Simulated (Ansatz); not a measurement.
**ZnO: response to strain**

The reference is ZnO in the wurtzite structure (space group P6_3mc, No. 186; a = 3.2300 Å, c = 5.2144 Å). Axes: x lies along a and z along c of the hexagonal cell.

Strains are applied to the cell and any free atomic positions relax.

Calculations: PBEsol, PAW, 420 eV (Ansatz, an electronic-structure program; no SOC).

Notes on the quantities. pressure: mean of the normal stresses, compression positive; energy relative to the base: free energy F.

```json
[
 {"case": "base", "pressure": "0.00 GPa", "band gap": "0.70 eV", "energy relative to the base": "0 meV/atom"},
 {"case": "tensor shear ε_xz = +0.33 %", "pressure": "0.00 GPa", "band gap": "0.70 eV", "energy relative to the base": "+0.1 meV/atom"},
 {"case": "tensor shear ε_xz = +0.67 %", "pressure": "-0.01 GPa", "band gap": "0.70 eV", "energy relative to the base": "+0.2 meV/atom"},
 {"case": "tensor shear ε_xz = +1.00 %", "pressure": "-0.01 GPa", "band gap": "0.70 eV", "energy relative to the base": "+0.5 meV/atom"},
 {"case": "tensor shear ε_xz = +1.33 %", "pressure": "-0.02 GPa", "band gap": "0.69 eV", "energy relative to the base": "+0.9 meV/atom"},
 {"case": "tensor shear ε_xz = +1.67 %", "pressure": "-0.03 GPa", "band gap": "0.69 eV", "energy relative to the base": "+1.5 meV/atom"},
 {"case": "tensor shear ε_xz = +2.00 %", "pressure": "-0.05 GPa", "band gap": "___", "energy relative to the base": "___"}
]
```

**Question.** Some entries are withheld; estimate them.

**Answer.** 
- tensor shear ε_xz = +2.00 %, band gap: 0.68 eV
- tensor shear ε_xz = +2.00 %, energy relative to the base: +2.1 meV/atom

Stability against distortions was not tested.
